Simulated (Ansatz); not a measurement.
Spacing of the highest filled and lowest empty level at the zone centre in eight small model glasses of hand-chosen composition and density, fast-quenched (anions pushed apart in CHGNet runs), each at its PBE geometry, by PBE and by r2SCAN (Ansatz, a quantum-chemistry and plane-wave program, plane waves, PAW). The cells are the first eight to finish that balance their formal charges, show no moments and no lower geometry on charging where those were tested, and have a gap at both levels; defect levels can set the spacings.

| cell | quench by | pressure (GPa) | levels at the gap | PBE (eV) | experiment, tabulated (eV) |
|---|---|---|---|---|---|
| Si24O50Zr | CHGNet | 2.4 | localised at both edges | 4.94 | - |
| Si30N41Ga | CHGNet | -0.6 | localised at the filled edge | 2.72 | - |
| Ga24O39Lu2 | CHGNet | -3.8 | localised at the filled edge | 1.54 | - |
| Hf18O37Cu2 | CHGNet | 0.8 | localised at the filled edge | 1.92 | - |
| Hf18O37K2 | CHGNet | 0.8 | localised at the filled edge | 3.87 | - |
| Al28O44Hf | CHGNet | 0.1 | spread | 3.71 | - |
| In24O37Sr | CHGNet | 0.1 | localised at the filled edge | 0.62 | - |
| Hf18O37Li2 | CHGNet | 1.3 | spread | 4.20 | - |

**Question.** What does r2SCAN give, and how does it move these values against PBE?

**Answer.** Si24O50Zr 5.54, Si30N41Ga 3.15, Ga24O39Lu2 2.08, Hf18O37Cu2 2.09, Hf18O37K2 4.34, Al28O44Hf 4.36, In24O37Sr 1.07, Hf18O37Li2 4.68 eV. It raises them by +0.18 to +0.65 eV, +0.47 eV on average. A straight line through the eight gives r2SCAN = 1.04 × PBE +0.35 eV, with a scatter of 0.12 eV.
